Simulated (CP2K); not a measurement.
**Input and output of a self-consistent single point for WC (P-6m2, 2 atoms in the cell) (CP2K)**

Level of theory: PBE, GPW, DZVP-MOLOPT-SR-GTH basis, GTH-PBE potentials (GTH_POTENTIALS) (CP2K 2026.2).

The input file:

```
&GLOBAL
  PROJECT bulk
  RUN_TYPE ENERGY_FORCE
  PRINT_LEVEL MEDIUM
&END GLOBAL
&FORCE_EVAL
  METHOD Quickstep
  STRESS_TENSOR ANALYTICAL
  &DFT
    BASIS_SET_FILE_NAME BASIS_MOLOPT
    POTENTIAL_FILE_NAME GTH_POTENTIALS
    &QS
      METHOD GPW
      EPS_DEFAULT 1E-10
    &END QS
    &MGRID
      CUTOFF 500
      REL_CUTOFF 60
      NGRIDS 5
    &END MGRID
    &SCF
      SCF_GUESS ATOMIC
      EPS_SCF 1E-6
      MAX_SCF 100
      ADDED_MOS 4
      &DIAGONALIZATION
        ALGORITHM STANDARD
      &END DIAGONALIZATION
      &MIXING
        METHOD BROYDEN_MIXING
        ALPHA 0.2
        NBUFFER 10
      &END MIXING
      &SMEAR ON
        METHOD FERMI_DIRAC
        ELECTRONIC_TEMPERATURE [K] 1160.45
      &END SMEAR
    &END SCF
    &KPOINTS
      SCHEME MONKHORST-PACK 9 9 8
      GAMMA_CENTERED T
    &END KPOINTS
    &XC
      &XC_FUNCTIONAL PBE
      &END XC_FUNCTIONAL
    &END XC
    &PRINT
      &MO
        EIGENVALUES T
        OCCUPATION_NUMBERS T
        NDIGITS 8
        FILENAME mo
        &EACH
          QS_SCF 0
        &END EACH
        ADD_LAST NUMERIC
      &END MO
      &MULLIKEN ON
      &END MULLIKEN
    &END PRINT
  &END DFT
  &SUBSYS
    &CELL
      A 2.84425900 0.00000000 0.00000000
      B -1.42212900 2.46320000 0.00000000
      C 0.00000000 0.00000000 2.76902200
      PERIODIC XYZ
    &END CELL
    &COORD
      SCALED
      W        0.00000000     0.00000000     0.00000000
      C        0.66666700     0.33333300     0.50000000
    &END COORD
    &KIND W
      BASIS_SET DZVP-MOLOPT-SR-GTH-q14
      POTENTIAL GTH-PBE-q14
    &END KIND
    &KIND C
      BASIS_SET DZVP-MOLOPT-SR-GTH-q4
      POTENTIAL GTH-PBE-q4
    &END KIND
  &END SUBSYS
  &PRINT
    &FORCES ON
    &END FORCES
    &STRESS_TENSOR ON
    &END STRESS_TENSOR
  &END PRINT
&END FORCE_EVAL
```

The program printed (abridged):

```
 GLOBAL| Method name                                                        CP2K
 GLOBAL| Project name                                                       bulk
 GLOBAL| Run type                                                   ENERGY_FORCE

 CELL| Volume [angstrom^3]:                                            19.399709
 CELL| Vector a [angstrom]:       2.844     0.000     0.000   |a| =     2.844259
 CELL| Vector b [angstrom]:      -1.422     2.463     0.000   |b| =     2.844258
 CELL| Vector c [angstrom]:       0.000     0.000     2.769   |c| =     2.769022
 CELL| Angle (b,c), alpha [degree]:                                    90.000000
 CELL| Angle (a,c), beta  [degree]:                                    90.000000
 CELL| Angle (a,b), gamma [degree]:                                   119.999997
 CELL| Numerically orthorhombic:                                              NO
 CELL| Periodicity                                                           XYZ

 DFT| Spin restricted Kohn-Sham (RKS) calculation                            RKS
 DFT| Multiplicity                                                             1
 DFT| Number of spin states                                                    1
 DFT| Charge                                                                   0
 DFT| XC density smoothing                                                  NONE
 DFT| XC derivatives                                                          PW

 QS| Method:                                                                 GPW
 QS| Density plane wave grid type                        NON-SPHERICAL FULLSPACE
 QS| Number of grid levels:                                                    5
 QS| Density cutoff [a.u.]:                                                250.0
 QS| Multi grid cutoff [a.u.]: 1) grid level                               250.0
   [... lines left out ...]
 BRILLOUIN| Wavefunction type                                            COMPLEX
 BRILLOUIN| List of Kpoints [2 Pi/Bohr]                                      325
 BRILLOUIN| Number           Weight            X              Y              Z
 BRILLOUIN|     1           0.00309       -0.44444       -0.44444       -0.37500
 BRILLOUIN|     2           0.00309       -0.44444       -0.44444       -0.25000
 BRILLOUIN|     3           0.00309       -0.44444       -0.44444       -0.12500
   [... 322 lines left out ...]
 *******************************************************************************

 Extrapolation method: initial_guess

 Re-scaling the density matrix to get the right number of electrons
                  # Electrons              Trace(P)               Scaling factor
                           18                18.000                        1.000

 Number of electrons:                                                         18
 Number of occupied orbitals:                                                  9
 Number of molecular orbitals:                                                13

 Number of orbital functions:                                                 39
 Number of independent orbital functions:                                     39
 SCF WAVEFUNCTION OPTIMIZATION

  Step     Update method      Time    Convergence         Total energy    Change
     1 NoMix/Diag. 0.20E+00      -     1.16033749       -74.6767801579 -7.47E+01
     2 Broy./Diag. 0.20E+00      -     0.08005778       -74.3492803055  3.27E-01
     3 Broy./Diag. 0.20E+00      -     0.06536391       -74.1536777546  1.96E-01
     4 Broy./Diag. 0.20E+00      -     0.01080931       -73.9811358017  1.73E-01
     5 Broy./Diag. 0.20E+00      -     0.00593958       -73.9467762637  3.44E-02
     6 Broy./Diag. 0.20E+00      -     0.00175017       -73.9431382709  3.64E-03
     7 Broy./Diag. 0.20E+00      -     0.00033250       -73.9528499410 -9.71E-03
     8 Broy./Diag. 0.20E+00      -     0.00004892       -73.9539753264 -1.13E-03
     9 Broy./Diag. 0.20E+00      -     0.00003093       -73.9540409497 -6.56E-05
    10 Broy./Diag. 0.20E+00      -     0.00000166       -73.9539945389  4.64E-05
    11 Broy./Diag. 0.20E+00      -     0.00000155       -73.9539802327  1.43E-05
    12 Broy./Diag. 0.20E+00      -     0.00000014       -73.9539765848  3.65E-06
  *** SCF run converged in    12 steps ***

  Electronic density on regular grids:        -17.9999999998        0.0000000002
  Core density on regular grids:               17.9999999983       -0.0000000017
  Total charge density on r-space grids:       -0.0000000015
  Total charge density g-space grids:          -0.0000000015

  Overlap energy of the core charge distribution:               0.00000001624876
  Self energy of the core charge distribution:               -115.72496938543210
  Core Hamiltonian energy:                                     26.55473887180405
  Hartree energy:                                              24.79778485439673
  Exchange-correlation energy:                                 -9.58114052235460
  Electronic entropic energy:                                  -0.00039041959217
  Fermi energy:                                                 0.60140766145019

  Total energy:                                               -73.95397658484615
  Total energy (extrapolated to T->0):                        -73.95378137505006

                     Mulliken Population Analysis

 #  Atom  Element  Kind  Atomic population                           Net charge
       1     W        1         13.878453                              0.121547
       2     C        2          4.121547                             -0.121547
 # Total charge                             18.000000                  0.000000

 ENERGY| Total FORCE_EVAL ( QS ) energy [hartree]            -73.953977104555108

 FORCES| Atomic forces [hartree/bohr]
 FORCES|   Atom     x               y               z               |f|
 FORCES|      1  5.69747575E-07 -2.72450754E-07  3.50969799E-14   6.31539162E-07
 FORCES|      2 -5.65374943E-07  2.69926581E-07  8.54299750E-16   6.26505535E-07
 FORCES| Sum     4.37263218E-09 -2.52417305E-09  3.59512797E-14
 FORCES| Total atomic force                                       5.04889709E-09

 STRESS| Analytical stress tensor [bar]
 STRESS|                        x                   y                   z
 STRESS|      x        3.14312714280E+05  -1.59486502766E+00  -5.31718049809E-09
 STRESS|      y       -1.59486502766E+00   3.14312958722E+05  -1.12804587132E-08
 STRESS|      z       -5.31718049809E-09  -1.12804587132E-08   3.61135003826E+05
 STRESS| 1/3 Trace                                             3.29920225610E+05
```

The run converged in 12 iterations.

The starting cell comes from a database of computed structures (which also holds hypothetical and non-ambient phases and stackings), without a prior relaxation at this level. Its lattice was rescaled by a random factor within 2.5 % of one. Spin polarisation is off. Values carry the incompleteness of an atom-centred basis. With a pressure of about 33 GPa the cell is away from its equilibrium volume at this level.

Cost on one core of a shared machine: roughly 3 min.
